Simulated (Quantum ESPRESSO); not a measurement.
Quantum ESPRESSO run on RbLuS2 (R-3m, 4 atoms in the cell): self-consistent single point.

Method: PBEsol, PseudoDojo standard norm-conserving (PBESOL) pseudopotentials (plane waves; Quantum ESPRESSO 7.5).

```yaml
crystal:
  lattice:
    - [1.96018, 1.13171, 7.47792]
    - [-1.96018, 1.13171, 7.47792]
    - [0.00000, -2.26342, 7.47792]
  atoms:
    - { symbol: Lu, position: [0.50000, 0.50000, 0.50000] }
    - { symbol: S, position: [0.23030, 0.23030, 0.23030] }
    - { symbol: S, position: [0.76970, 0.76970, 0.76970] }
    - { symbol: Rb, position: [0.00000, 0.00000, 0.00000] }
```

Reference input (self-consistent single point, DFT, PBEsol, plane waves, PseudoDojo standard norm-conserving (PBESOL) pseudopotentials): ecutwfc = 100 Ry; occupations = smearing; smearing = cold; degauss = 0.0073499 Ry; potentials = {Lu: Lu.upf, S: S.upf, Rb: Rb.upf}; K_POINTS = automatic 5 5 5 0 0 0; conv_thr = 1e-10 Ry; mixing_beta = 0.7. This run's input differs from it in these lines:

```diff
@@ -12,3 +12,3 @@
    ntyp = 3
-   ecutwfc = 100
+   ecutwfc = 40
    occupations = 'smearing'
```

Log, with long lists cut:

```
     Self-consistent Calculation

     iteration #  1     ecut=    40.00 Ry     beta= 0.70

     total energy              =    -496.02386016 Ry
     estimated scf accuracy    <     101.07701563 Ry

     iteration #  2     ecut=    40.00 Ry     beta= 0.70

     total energy              =    -553.55939488 Ry
     estimated scf accuracy    <     413.78539619 Ry

     iteration #  3     ecut=    40.00 Ry     beta= 0.70

     total energy              =    -574.02741822 Ry
     estimated scf accuracy    <      68.79569567 Ry

   [... 23 blocks of this kind left out ...]

     iteration # 27     ecut=    40.00 Ry     beta= 0.70

     total energy              =    -573.05193504 Ry
     estimated scf accuracy    <          2.3E-10 Ry

     iteration # 28     ecut=    40.00 Ry     beta= 0.70
     End of self-consistent calculation

     the Fermi energy is     9.0426 ev

!    total energy              =    -573.05193504 Ry
     estimated scf accuracy    <          6.4E-11 Ry
     smearing contrib. (-TS)   =       0.00000000 Ry
     internal energy E=F+TS    =    -573.05193504 Ry

     convergence has been achieved in  28 iterations

     Forces acting on atoms (cartesian axes, Ry/au):

     atom    1 type  1   force =     0.00000000    0.00000000   -0.00000000
     atom    2 type  2   force =    -0.00000000    0.00000000   -0.05209007
     atom    3 type  2   force =     0.00000000    0.00000000    0.05209007
     atom    4 type  3   force =    -0.00000000    0.00000000    0.00000000

     Total force =     0.073666     Total SCF correction =     0.000010

          total   stress  (Ry/bohr**3)                   (kbar)     P=    -9488.20
  -0.06449900   0.00000000   0.00000000        -9488.13        0.00        0.00
  -0.00000000  -0.06449900   0.00000000           -0.00    -9488.13        0.00
  -0.00000000  -0.00000000  -0.06450043           -0.00       -0.00    -9488.34

   JOB DONE.
```

The run converged in 28 iterations. Against the reference run the free energy rises by 63.2 eV/atom, the pressure goes from 0.86 to -948.8 GPa, the largest force goes from 0.061 to 1.339 eV/Å and the gap on the mesh goes from 2.151 to 1.195 eV.

The starting cell comes from a database of published, mostly measured structures (it also holds non-ambient and calculated ones), without a prior relaxation at this level. Its lattice was rescaled by a random factor within 2.5 % of one. Spin-orbit coupling is off. Forces in this geometry exceed 1 eV/Å. At the lowered cutoff the pressure carries the error of an incomplete plane-wave basis.

Cost on one core of a shared machine: roughly 4 min.
